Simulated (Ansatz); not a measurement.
The parent structure is BiSb in the CsCl type structure (space group Pm-3m, No. 221; a = 3.894 Å; a hypothetical phase, not in the database extracts checked; relaxed with 0.1 eV smearing). Axes: x, y, z lie along the cube axes.

The values are results of PBE in Ansatz (plane waves to 420 eV, PAW, without spin-orbit coupling), not measurements.

One thing is altered: an isotropic linear strain of +1.70 %; the atoms relax in the strained cell.

### Question
Predict the stress tensor and what it implies for the stiffness.

### Answer
Stress of the strained cell less that of the base (GPa, compression positive):
```
   -2.5     0.0     0.0
    0.0    -2.5     0.0
    0.0     0.0    -2.5
```

Then B = −ΔP/(ΔV/V₀) with ΔV/V₀ = 0.0519 gives secant stiffness values (nonlinear terms included at this strain): B ≈ 49 GPa.

As a check, the harmonic strain energy −½ V₀ Δσ:ε is 12 meV/atom; the computed energy rise is 13 meV/atom.

No phonon test of stability was made. All final runs are without spin polarisation.

Ansatz is a quantum-chemistry and plane-wave program.
